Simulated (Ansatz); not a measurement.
Data:

```xyz
1
Lattice="-1.6360 1.6360 1.6360 1.6360 -1.6360 1.6360 1.6360 1.6360 -1.6360" Properties=species:S:1:pos:R:3 pbc="T T T"
Nb     0.0000     0.0000     0.0000
```

Level of theory: r2SCAN, rigid bands (plane waves, PAW, scalar-relativistic; Ansatz, a program for electronic structure). Condition of this run: functional r2SCAN on the same cell. Cell: cell and atoms relaxed with PBEsol.

Task: Predict the product ρ₀λ of resistivity and mean free path that follows from the Fermi surface's area.

Result: 3.9 ×10⁻¹⁶ Ω·m².

Task: And the Drude plasma energy and the root-mean-square Fermi velocity at 300 K?

Result: 9.5 eV; 6.7e5 m/s.

A metal at this level (no band gap); rigid bands, thermally averaged at 300 K, both spins. Spin-orbit coupling is left out. τ is one relaxation time for all states; the product of resistivity and mean free path takes one path for all states instead.
